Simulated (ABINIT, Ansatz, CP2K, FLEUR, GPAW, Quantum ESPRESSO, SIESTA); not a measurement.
## Code comparison for PbO2 (P4_2/mnm, 6 atoms in the cell)

Self-consistent single point.

```
PbO2
1.0
    4.94851     0.00000     0.00000
    0.00000     4.94851     0.00000
    0.00000     0.00000     3.37730
Pb O
2 4
Cartesian
  0.00000   0.00000   0.00000
  2.47425   2.47425   1.68865
  1.52132   1.52132   0.00000
  3.42719   3.42719   0.00000
  0.95293   3.99557   1.68865
  3.99557   0.95293   1.68865
```

All programs got the same cell, k-point mesh and kind of occupations (in Ansatz's words: kpoints.mp_grid.grid = 6 6 9; scf.occupations.method = gaussian; scf.occupations.width = 0.1 eV); potentials, basis and cutoffs are each program's usual ones.

```
code                                                                                                                                model  pressure (GPa)  largest force (eV/Å)  k-points           cutoff
----------------  -----------------------------------------------------------------------------------------------------------------------  --------------  --------------------  --------  ---------------
GPAW                                                                                         PBE, GPAW PAW datasets PBE (gpaw-data 1.0.1)               –                 0.085        50           900 eV
CP2K                                                              PBE, GPW, DZVP-MOLOPT-SR-GTH basis, GTH-PBE potentials (GTH_POTENTIALS)            9.69                 0.127       164      grid 450 Ry
ABINIT                                                           PBE, norm-conserving pseudopotentials (PseudoDojo nc-sr-05 PBE standard)            9.68                 0.099        50            42 Ha
SIESTA            GGA PBE, numerical atomic orbitals DZP, PseudoDojo PBE standard norm-conserving potentials (rewritten from UPF to PSML)           14.94                 0.045       168      grid 300 Ry
Quantum ESPRESSO                                                                           PBE, GBRV 1.5 ultrasoft (PBE) pseudopotentials            9.64                 0.103        50            40 Ry
Ansatz                                                                                                                     PBE, PAW files            9.83                 0.106        50          default
FLEUR                                                                        PBE, all-electron FLAPW (FLEUR), scalar-relativistic valence               –                 0.077        50  Kmax 4.4 1/bohr
```

A dash marks a value that a program does not give, or that is left out as unsure.

The spread over the programs that give each value: pressure within 5.30 GPa; largest force within 0.082 eV/Å.

The starting cell comes from a database of computed structures (which also holds hypothetical and non-ambient phases and stackings), without a prior relaxation at this level. Its lattice was rescaled by a random factor within 2.5 % of one. On Ansatz's run: Spin-orbit coupling is off. In the base run, with a pressure of about 10 GPa the cell is away from its equilibrium volume at this level. A gap is left out here, as mesh or smearing make it unsure.

Question: Why do the programs differ, and what cannot be compared?

Answer: Differences of this kind can come from the potentials, where these differ, and from what each basis and cutoff leave unconverged. The valence holds different numbers of electrons (GPAW 52, CP2K 32, ABINIT 52, SIESTA 52, Quantum ESPRESSO 52, Ansatz (a first-principles code) 52, FLEUR 52). The zero of total energies and Fermi levels follows the potentials and each program's conventions, so they are not compared here. CP2K and SIESTA use small atom-centred bases, whose incompleteness enters pressures, forces and empty levels differently from a plane-wave cutoff. FLEUR treats all electrons, but the usual bases taken here (sphere radii, linearisation, local orbitals, empty states) were not tested for convergence, so the values are no reference for the others. Ansatz's pressure is given at a fixed set of plane waves, as the other plane-wave codes print theirs; with its correction for the finite basis it is 10.19 GPa (the shift of 0.37 GPa shows how far the cutoff is from converged). The pressure of GPAW is left out: its cutoff lies under the one at which its stress was checked. The programs reduce the same mesh by symmetry to different extents, which changes the work and not the result. In the pressure, SIESTA (by 5.26) lies more than 1 GPa from the median of the plane-wave programs. In the force vectors, CP2K (by 0.228) lies more than 0.08 eV/Å from the median of the plane-wave programs.

Keys are those of Ansatz 0.2.
